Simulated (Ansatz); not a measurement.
**Pressure series in TiAl2**

Take TiAl$_{2}$ (space group I4_1/amd, No. 141; a = 3.935 Å, c = 24.112 Å; a cell from a computed database, its experimental status unchecked) as the base.

Cell and atoms are relaxed at each pressure.

Method: PBEsol (Ansatz, a program for electronic structure, PAW, no spin-orbit coupling).

Two rows of this table had their results exchanged by mistake.

```json
[
 {"pressure": "pressure −2 GPa", "volume per atom (Å³)": "15.84", "shortest distance (Å)": "2.718", "band gap": "zero"},
 {"pressure": "pressure −1 GPa", "volume per atom (Å³)": "15.69", "shortest distance (Å)": "2.712", "band gap": "zero"},
 {"pressure": "pressure 0.3 GPa", "volume per atom (Å³)": "15.52", "shortest distance (Å)": "2.704", "band gap": "zero"},
 {"pressure": "pressure 0.7 GPa", "volume per atom (Å³)": "15.46", "shortest distance (Å)": "2.702", "band gap": "zero"},
 {"pressure": "pressure 1.5 GPa", "volume per atom (Å³)": "14.94", "shortest distance (Å)": "2.678", "band gap": "zero"},
 {"pressure": "pressure 3 GPa", "volume per atom (Å³)": "15.18", "shortest distance (Å)": "2.689", "band gap": "zero"},
 {"pressure": "pressure 5 GPa", "volume per atom (Å³)": "15.36", "shortest distance (Å)": "2.697", "band gap": "zero"},
 {"pressure": "pressure 7.5 GPa", "volume per atom (Å³)": "14.68", "shortest distance (Å)": "2.665", "band gap": "zero"},
 {"pressure": "pressure 10 GPa", "volume per atom (Å³)": "14.43", "shortest distance (Å)": "2.653", "band gap": "zero"}
]
```

Question: Which two?

Answer: The rows for pressure 1.5 GPa and pressure 5 GPa: the volume has to fall steadily with pressure, so 15.36 Å³ belongs to pressure 1.5 GPa and 14.94 Å³ to pressure 5 GPa.

Load acts through the strain it causes; cell and atoms are relaxed under it. No phonon test of stability was made. No other phases were tried under pressure. The final runs are not spin-polarised.
